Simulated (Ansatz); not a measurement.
# Se interstitial in zinc-blende CdSe

Computed with PBE, PAW (plane waves to 420 eV; Ansatz, a first-principles code). The supercell holds 64 host sites (2×2×2 repeats of a cell of 8 atoms), with a 2×2×2 shifted k-point sampling for the final energies. Site at the start: void with 4Se nearest. Energies of charged states are corrected for periodic images (point charge plus alignment at distant sites). Dielectric constants: PBE linear response of the host. Host gap at this level: 0.49 eV. A cell of this size leaves errors of a few tenths of an eV. PBE underestimates the host's gap, which shifts levels and can delocalise carriers. Spin–orbit coupling is left out. Each state is the lowest found from its start.

Formation energies E_f are given with the Fermi level at the valence-band maximum. Chemical conditions: Cd-rich (Δμ(Se) = -1.27 eV; only phases computed here count, gases as isolated molecules at 0 K); Se-rich (Δμ(Se) = 0.00 eV; only phases computed here count, gases as isolated molecules at 0 K). Reference phases: Se: trigonal Se.

The name describes the start; the neighbours show where the atoms ended.

Charges with a result: +1, 0, −1, −2. Others weren't obtained, and one of them could lie lower, also by skipping a charge.

```csv
charge,moment (μB),largest move off a lattice site (Å),neighbours of the last Se atom of the defect at the end (Å),image correction with alignment (eV),"E_f, Cd-rich (eV)","E_f, Se-rich (eV)",above the lowest spin state (eV)
+1,1.0,1.23,"Se 2.35, Cd 2.67, Cd 2.92, Cd 3.25, Se 3.30",0.28,2.64,1.38,0.00
0,not spin-polarised,1.29,"Se 2.41, Cd 2.62, Cd 2.71, Cd 3.25, Se 3.35",0.00,2.79,1.52,0.00
−1†,quenched,1.30,"Se 2.42, Cd 2.62, Cd 2.72, Cd 3.19, Se 3.34",-0.08,–,–,0.00
−2†,not spin-polarised,0.52,"Cd 2.80, Cd 2.83, Cd 2.84, Cd 2.86, Cd 2.87, Cd 2.91",0.19,–,–,0.00
−2†,0.0,0.54,"Cd 2.80, Cd 2.83, Cd 2.84, Cd 2.86, Cd 2.88, Cd 2.92",0.19,–,–,0.00
```

† Not settled in this cell, so no level is given: charge −1: a level filled in part, carriers not clearly localised, level within 0.1 eV of a band edge or past it; charge −2: a level filled in part, level within 0.1 eV of a band edge or past it.

Starting moments that weren't kept: charge −1 began with 1 μB and ended with 0.0; charge −2 began with 2 μB and ended with 0.0.

Transition levels above the valence-band maximum: ε(+1/0) = 0.14 eV. With a charge missing or unsettled, these needn't be thermodynamic levels.

Flagged in the runs: a strain field that reaches the edge of the cell.
